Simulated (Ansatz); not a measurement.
**InP: In → Ga**

Consider InP in the zinc blende structure (space group F-43m, No. 216; a = 5.878 Å).

Now apply this change: every In is replaced by Ga, then cell and atoms are relaxed.

All numbers come from PBEsol (Ansatz, a first-principles code), no SOC. Γ-centred 11×11×11 mesh, Fermi–Dirac width 0.05 eV, for the changed cell.

- Density = 4.16 g/cm³ (base 4.77 g/cm³)
- Lattice parameter a = 5.438 Å (base 5.878 Å)
- Space group = F-43m (No. 216) (base F-43m (No. 216))
- Shortest interatomic distance = 2.355 Å (base 2.545 Å)
- Band gap = 1.45 eV (base 0.57 eV)
- Gap character = indirect, Γ → Γ–X (87 % along) (base direct at Γ)
- Smallest direct gap = 1.80 eV (base 0.57 eV)
- Width of the top valence band = 3.51 eV (base 2.92 eV)
- Electron mass = 1.2 mₑ along k, 0.23 mₑ across (off the special points) (base 0.046 mₑ (at Γ))
- Hole mass (degenerate bands, along [100]) = 0.11, 0.37, 0.37 mₑ (at Γ) (base 0.045, 0.43, 0.43 mₑ (at Γ))

Effective masses come from finite differences of ±0.01 Å⁻¹. Along k means along the line from Γ to the band edge. Stability against distortions was not tested.
